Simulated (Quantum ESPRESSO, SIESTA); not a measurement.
A Quantum ESPRESSO input for a self-consistent single point of SnSeS (P1, 3 atoms in the cell) (DFT, LDA (PZ), plane waves, GBRV 1.5 ultrasoft (LDA) pseudopotentials):

```fortran
&CONTROL
   calculation = 'scf'
   prefix = 'SnSeS'
   outdir = './work'
   pseudo_dir = './'
   tprnfor = .true.
   tstress = .true.
/
&SYSTEM
   ibrav = 0
   nat = 3
   ntyp = 3
   ecutwfc = 40
   ecutrho = 200
   occupations = 'fixed'
   nbnd = 21
/
&ELECTRONS
   conv_thr = 1.0d-9
   mixing_beta = 0.7
/
ATOMIC_SPECIES
Sn   118.7100  sn_lda_v1.4.uspp.F.UPF
Se    78.9710  se_lda_v1.uspp.F.UPF
S     32.0600  s_lda_v1.4.uspp.F.UPF
CELL_PARAMETERS {angstrom}
   3.827132000     0.000000000     0.000000000
  -1.913566000     3.314393000     0.000000000
   0.000000000     0.000000000     6.477310000
ATOMIC_POSITIONS {alat}
Sn   -0.002515000    0.584605158    0.021206662
Se    0.013259500    0.000690222    1.283861127
S     0.489255500    0.280729883    0.387403232
K_POINTS {automatic}
8 8 4  0 0 0
```

Translate this input to SIESTA.

This is the input that was run; spellings and numerical settings could be chosen otherwise.

```
# files in the folder: Sn.psml Se.psml S.psml (PseudoDojo LDA standard)
SystemName  SnSeS
SystemLabel SnSeS

NumberOfAtoms                3
NumberOfSpecies              3
%block ChemicalSpeciesLabel
  1 50 Sn
  2 34 Se
  3 16 S
%endblock ChemicalSpeciesLabel
LatticeConstant              1.0 Ang
%block LatticeVectors
     3.827132000    0.000000000    0.000000000
    -1.913566000    3.314393000    0.000000000
     0.000000000    0.000000000    6.477310000
%endblock LatticeVectors
AtomicCoordinatesFormat      Bohr
%block AtomicCoordinatesAndAtomicSpecies
    -0.018189062    4.227999737    0.153371484  1
     0.095895771    0.004991846    9.285180654  2
     3.538408952    2.030303457    2.801789786  3
%endblock AtomicCoordinatesAndAtomicSpecies

XC.functional                LDA
XC.authors                   PW92
PAO.BasisSize                DZP
PAO.EnergyShift              0.01 Ry
MeshCutoff                   400 Ry
%block kgrid.MonkhorstPack
    8   0   0  0.0
    0   8   0  0.0
    0   0   4  0.0
%endblock kgrid.MonkhorstPack
OccupationFunction           FD
ElectronicTemperature        10 K

MaxSCFIterations             150
SCF.Mixer.Method             Broyden
SCF.Mixer.Weight             0.1
SCF.Mixer.History            8
SCF.DM.Tolerance             1.0E-05
Diag.ParallelOverK           true
WriteForces                  true
```

Basis, cutoffs, solver keys and any potentials are the target program's own. This input uses DFT, LDA PW92, numerical atomic orbitals DZP, PseudoDojo LDA standard norm-conserving potentials (rewritten from UPF to PSML). LDA parametrisations can differ slightly between programs.

The starting cell comes from a database of computed structures (which also holds hypothetical and non-ambient phases and stackings), without a prior relaxation at this level. Its lattice was rescaled by a random factor within 2.5 % of one. For this run, on top of that: atoms moved at random.
